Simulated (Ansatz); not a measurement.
## CuI, pressure series

The reference is CuI in the zinc blende structure (space group F-43m, No. 216).

```
CELL_PARAMETERS angstrom
      0.00000     3.03946     3.03946
      3.03946     0.00000     3.03946
      3.03946     3.03946     0.00000
ATOMIC_POSITIONS crystal
  I  0.25000 0.25000 0.25000
  Cu 0.00000 0.00000 0.00000
```

Cell and atoms are relaxed at each pressure.

All numbers come from DFT with PBE, PAW potentials and a 420 eV plane-wave cutoff in Ansatz (a first-principles code), no spin-orbit coupling.

Notes on the quantities. hole mass: degenerate bands, along [100].

```tsv
case	band gap	lattice parameter a	hole mass	width of the top valence band
base	1.10 eV	6.079 Å	0.22, 0.75, 0.75 mₑ (at Γ)	1.47 eV
pressure −2 GPa	0.96 eV	6.202 Å	0.22, 0.85, 0.85 mₑ (at Γ)	1.28 eV
pressure −1 GPa	1.03 eV	6.135 Å	0.22, 0.79, 0.79 mₑ (at Γ)	1.38 eV
pressure 1.8 GPa	1.21 eV	5.996 Å	0.22, 0.68, 0.68 mₑ (at Γ)	1.61 eV
pressure 4.2 GPa	1.34 eV	5.907 Å	0.22, 0.62, 0.62 mₑ (at Γ)	1.79 eV
pressure 9 GPa	1.56 eV	5.774 Å	0.22, 0.54, 0.54 mₑ (at Γ)	2.08 eV
pressure 18 GPa	1.87 eV	5.604 Å	0.22, 0.45, 0.45 mₑ (at Γ)	2.52 eV
pressure 30 GPa	1.93 eV	5.449 Å	0.22, 0.37, 0.37 mₑ (at Γ)	3.00 eV
pressure 45 GPa	1.70 eV	5.312 Å	0.22, 0.32, 0.32 mₑ (at Γ)	3.49 eV
pressure 60 GPa	1.50 eV	5.208 Å	0.22, 0.29, 0.29 mₑ (at Γ)	3.91 eV
```

With I present, leaving out spin-orbit coupling can change the band edges. Load acts through the strain it causes; cell and atoms are relaxed under it. Effective masses come from finite differences of ±0.01 Å⁻¹. Stability against distortions was not tested. Tetrahedral semiconductors of this kind turn to denser phases somewhere between about 1 and 50 GPa; those were not computed, so compressed cells here can lie past the real transition. All final runs are without spin polarisation.
